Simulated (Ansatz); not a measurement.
```xyz
32
Lattice="0.0016 -0.0073 7.3669 7.3677 0.0074 0.0016 0.0074 7.3737 -0.0073" Properties=species:S:1:pos:R:3 pbc="T T T"
Zn     3.6341    -0.0004    -0.0446
Zn     5.5066     1.8780    -0.0024
Zn     5.5731     0.0006     1.8923
Zn     0.0521    -0.0243    -0.0262
Cu     1.8496     1.8593    -0.0026
Cu     3.6661     3.6864    -0.0118
Cu     5.5284     5.5328    -0.0069
Cu     1.8350     0.0054     1.8598
Cu     3.6710     1.8592     1.8507
Cu     5.5389     3.6866     1.8603
Zn     3.6558     0.0249     3.7310
Cu     5.5412     1.8549     3.6858
Cu     5.5421    -0.0049     5.5153
Zn     0.0530     3.7155     0.0183
Cu     1.8555     5.5163    -0.0176
Cu     0.0224     1.8471     1.8616
Cu     1.8414     3.6667     1.8591
Zn     3.6617     5.4576     1.8439
Cu     0.0208    -0.0006     3.7001
Cu     1.8288     1.8556     3.6845
Cu     3.6680     3.6692     3.6803
Cu     5.5444     5.5319     3.6797
Cu     1.8237    -0.0003     5.5036
Cu     3.6639     1.8629     5.5147
Zn     5.5104     3.7195     5.4683
Cu     0.0254     5.5211     1.8637
Cu     0.0183     3.6824     3.6723
Cu     1.8323     5.5152     3.6882
Cu     0.0152     1.8454     5.5041
Cu     1.8496     3.6826     5.5055
Cu     3.6726     5.5161     5.5112
Cu     0.0189     5.5233     5.4929
```

All values below come from PBE (plane waves to 420 eV, PAW; Ansatz, a quantum-chemistry and plane-wave program). Spin–orbit coupling is left out. Its k-point mesh 5×5×5, Fermi–Dirac width 0.05 eV.

Give the composition and order of this alloy cell, and its volume and bond lengths.

A 32-atom cell of (Cu,Zn) started in the face-centred cubic structure, site fractions Cu 0.750, Zn 0.250, short-range order 0.00 among the nearest mixed sites of the first mixed sublattice (0 is random, a negative value favours unlike neighbours), space group P1 at the end.
```
Property                                                                                          Result
---------------------------------------------------------  ---------------------------------------------
volume per atom                                                                                 12.51 Å³
Cu–Cu bonds (within 1.22 times the sum of covalent radii)  2.599 Å on average, from 2.550 to 2.649 (108)
Cu–Zn bonds (within 1.22 times the sum of covalent radii)   2.603 Å on average, from 2.547 to 2.660 (72)
Zn–Zn bonds (within 1.22 times the sum of covalent radii)   2.683 Å on average, from 2.648 to 2.741 (12)
```
